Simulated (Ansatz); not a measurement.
An Ansatz (a quantum-chemistry and plane-wave program) run: WSe2 with a change (holes 2.0×10^21 cm⁻³); PBE-D3(BJ) (Ansatz; PAW; 420 eV plane waves; without spin-orbit coupling), earlier PAW set.

Input:

Ansatz 0.2 input:
```yaml
crystal:
  lattice:
    - [3.2789864329, 0, 0]
    - [-1.6394932165, 2.8396855496, 0]
    - [0, 0, 12.7858213272]
  atoms:
    - { symbol: W, position: [0.3333333333, 0.6666666667, 0.25] }
    - { symbol: W, position: [0.6666666667, 0.3333333333, 0.75] }
    - { symbol: Se, position: [0.3333333333, 0.6666666667, 0.6182701391] }
    - { symbol: Se, position: [0.6666666667, 0.3333333333, 0.1182701391] }
    - { symbol: Se, position: [0.6666666667, 0.3333333333, 0.3817298609] }
    - { symbol: Se, position: [0.3333333333, 0.6666666667, 0.8817298609] }
basis: { ecutwfc: 420, ecutrho_ratio: 4, xc_grid: 2, fft_grid_basis: typed }
kpoints: { mp_grid: { grid: [16, 16, 4] } }
hamiltonian:
  xc: pbe
  dispersion: d3bj
  pseudopotentials: { azcp: { folder: ./paw }, kind: paw }
total_charge: 0.238105
scf: { occupations: { method: fermi_dirac, width: 0.0259 }, convergence: { dr2_threshold: 0.0000000006 } }
relax: { f_tol: 0.005, max_steps: 30 }
output: { forces: true, stress: true }
checkpoint: { write: state.ck, write_every: 1000 }
```

Output (explanatory and most iteration lines left out):

```
Relaxation: its limit of steps is 30 (relax.max_steps)
Pseudopotential: W, paw, valence charge 14
Pseudopotential: Se, paw, valence charge 16
Crystal: 6 atoms, lattice volume = 119.052 Å³
Basis set: ecut = 420 eV, 2347 PW (Γ), exchange–correlation on 48×48×180 points (8 copies of the dense FFT grid, shifted against one another)
Bands: 56, of which v1, the nominal top of the filled ones, is band 46 counted from 1 (45 counted from 0)
Symmetry: 24 space group operations
Space group: P63/mmc (ITA 194), of the structure as read, at distance tolerance 4.9e-5 Å
k-points: 90 of 1024
Functional: x = pbe(κ = 0.804, μ = 0.2195149727645171), c = pbe(β = 0.06672455060314922)
SCF iter   1: F=—  HF=-42658.398770 eV  |F-HF|=—  |Δ(HF+E_count)|=         —  Δρ=3.67e-2  dr2=6.48e0  ethr=3.10e-3  ⟨swp⟩=6.5  Hψ=18260  notcnv=0
SCF iter   2: F=—  HF=-42661.903467 eV  |F-HF|=—  |Δ(HF+E_count)|=    3.50e0  Δρ=6.65e-2  dr2=2.94e1  ethr=3.10e-3  ⟨swp⟩=4.2  Hψ=13098  notcnv=0  defer=200  recentre
SCF 1 converged in 9 iterations: F = -42657.258087 eV  dr2 = 5.61e-10
relax step   1: F+E_penalty+E_count = -42657.25808650 eV  Δ(F+E_penalty+E_count) = +0.000e0 eV  max|allowed force component| = 2.947e-2 eV/Å  Δτ_max = 0.0000 Å  (9 SCF iters, accepted)
Crystal: 6 atoms, lattice volume = 119.052 Å³
SCF iter   1: F=—  HF=-42657.258058 eV  |F-HF|=—  |Δ(HF+E_count)|=         —  Δρ=3.15e-4  dr2=1.99e-4  ethr=2.26e-7  ⟨swp⟩=2.0  Hψ=13516  notcnv=0  defer=228
SCF iter   2: F=—  HF=-42657.258085 eV  |F-HF|=—  |Δ(HF+E_count)|=   2.72e-5  Δρ=3.20e-4  dr2=4.18e-4  ethr=2.17e-7  ⟨swp⟩=2.0  Hψ=6466  notcnv=0  defer=228
SCF 2 converged in 6 iterations: F = -42657.258009 eV  dr2 = 4.16e-10
relax step   2: F+E_penalty+E_count = -42657.25800886 eV  Δ(F+E_penalty+E_count) = +7.764e-5 eV  max|allowed force component| = 3.963e-2 eV/Å  Δτ_max = 0.0039 Å  (6 SCF iters, rejected (line search))
Crystal: 6 atoms, lattice volume = 119.052 Å³
SCF iter   1: F=—  HF=-42657.258217 eV  |F-HF|=—  |Δ(HF+E_count)|=         —  Δρ=1.81e-4  dr2=6.55e-5  ethr=7.08e-7  ⟨swp⟩=2.1  Hψ=8631  notcnv=0  defer=228
SCF iter   2: F=—  HF=-42657.258204 eV  |F-HF|=—  |Δ(HF+E_count)|=   1.29e-5  Δρ=1.84e-4  dr2=1.38e-4  ethr=7.14e-8  ⟨swp⟩=2.0  Hψ=7124  notcnv=0  defer=228
SCF 3 converged in 6 iterations: F = -42657.258184 eV  dr2 = 7.68e-11
relax step   3: F+E_penalty+E_count = -42657.25818405 eV  Δ(F+E_penalty+E_count) = -9.755e-5 eV  max|allowed force component| = 6.029e-5 eV/Å  Δτ_max = 0.0017 Å  (6 SCF iters, accepted)
SCF converged after 6 iterations
Free energy (F): -42657.258184 eV
Internal energy: -42657.255359 eV  (E = F + TS)
E sigma→0 (E₀):  -42657.256772 eV
Entropy (-TS):   -0.002825 eV (-0.471 meV/atom)
Fermi energy:    12.499941 eV
  E_disp       = -2.854304  (pairwise vdW)
--- Forces (eV/Å), atoms counted from 1 ---
  atom   1  W      0.00000000     0.00000000     0.00000000
  atom   2  W     -0.00000000    -0.00000000     0.00000000
  atom   3  Se     0.00000000     0.00000000    -0.00006029
  atom   4  Se    -0.00000000    -0.00000000    -0.00006029
  atom   5  Se    -0.00000000    -0.00000000     0.00006029
  atom   6  Se     0.00000000     0.00000000     0.00006029
--- Stress (GPa, compression-positive) ---
        0.884383       0.000000       0.000000
       -0.000000       0.884383       0.000000
        0.000000       0.000000      -0.347398
  P = ⅓ Tr σ = 0.4738 GPa (4.738 kbar)
--- Relaxed structure (3 steps of the walk, 2 accepted, 0 SCFs on fresh bases) ---
  atoms:
    - { symbol: W, position: [0.3333333333333333, 0.6666666666666666, 0.24999999999999997] }
    - { symbol: W, position: [0.6666666666666666, 0.33333333333333326, 0.75] }
    - { symbol: Se, position: [0.3333333333333333, 0.6666666666666666, 0.6183997220189567] }
    - { symbol: Se, position: [0.6666666666666666, 0.33333333333333326, 0.11839972201895678] }
    - { symbol: Se, position: [0.6666666666666666, 0.33333333333333326, 0.3816002779810431] }
    - { symbol: Se, position: [0.3333333333333333, 0.6666666666666666, 0.8816002779810431] }
```

Charged cell with a jellium background: band edges are those of the host's band count, energies are not comparable with the neutral cell, and many-body gap narrowing is missing. With W present, leaving out spin-orbit coupling can change the band edges. No phonon test of stability was made. The cell was made from WSe₂ in the 2H-MoS2 type structure (space group P6_3/mmc, No. 194; layered, stacked along the Cartesian z axis) by this change: holes 2.0×10^21 cm⁻³.
